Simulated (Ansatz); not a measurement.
Band structure of WC (P-6m2, 2 atoms in the cell).

```
CELL_PARAMETERS angstrom
      2.84426     0.00000     0.00000
     -1.42213     2.46320     0.00000
      0.00000     0.00000     2.76902
ATOMIC_POSITIONS crystal
  W  0.00000 0.00000 0.00000
  C  0.66667 0.33333 0.50000
```

Method: PBE (plane waves, PAW; Ansatz, a quantum-chemistry and plane-wave program).

Settings: basis.ecutwfc = 420 eV; kpoints.mp_grid.grid = 9 9 8; hamiltonian.xc = pbe; hamiltonian.pseudopotentials = {kind: paw} (the program's default PAW files); scf.occupations.method = fermi_dirac; scf.occupations.width = 0.1 eV; kpoints.band_path.npoints = 8.

The starting cell comes from a database of computed structures (which also holds hypothetical and non-ambient phases and stackings), without a prior relaxation at this level. Its lattice was rescaled by a random factor within 2.5 % of one. Spin-orbit coupling is off. Spin polarisation is off.

Levels in eV from the Fermi level, bands 6 to 12:
```tsv
point	6	7	8	9	10	11	12
Γ	-4.76	-3.70	-3.70	0.08	3.52	3.52	5.96
M	-7.39	-3.95	-3.94	-0.56	2.52	4.90	5.27
K	-6.99	-4.87	-3.77	0.60	0.95	2.12	3.47
A	-9.12	-2.28	-2.28	-0.71	-0.71	3.94	4.65
L	-6.93	-4.76	-4.37	0.40	4.83	5.82	7.22
H	-7.88	-5.72	-1.60	-0.72	4.78	7.08	8.27
```

Bands cross the Fermi level along this path, so the cell is metallic at this level.

Keys are those of Ansatz 0.2.
